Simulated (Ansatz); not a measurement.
```
CELL_PARAMETERS angstrom
      0.00000     3.06658     3.12792
      3.06658     0.00000     3.12792
      3.06658     3.06658     0.00000
ATOMIC_POSITIONS crystal
  Cd 0.00000 0.00000 0.00000
  Se 0.25000 0.25000 0.25000
```

No spin polarisation.

Method: r2SCAN, PAW, 500 eV (Ansatz, an electronic-structure program; no spin-orbit coupling). k-mesh 9×9×9 (Γ-centred); smearing 0.05 eV (Fermi–Dirac).

**Question.** Predict the valence-band top at Γ, space group, stress and band gap.

**Answer.** 
- Valence-band top at Γ (three highest levels, from the VBM): 0.00, 0.00, -0.06 eV
- Space group: I-4m2 (No. 119)
- Stress (xx, yy, zz, yz, xz, xy; compression positive): (-0.85, -0.85, -1.23, 0.00, 0.00, 0.00) GPa
- Band gap: 0.97 eV

The cells carry an imposed strain or load. Stability against distortions was not tested. The cell was made from CdSe in the zinc blende structure (space group F-43m, No. 216) by this change: uniaxial strain ε_zz = +2.00 %.
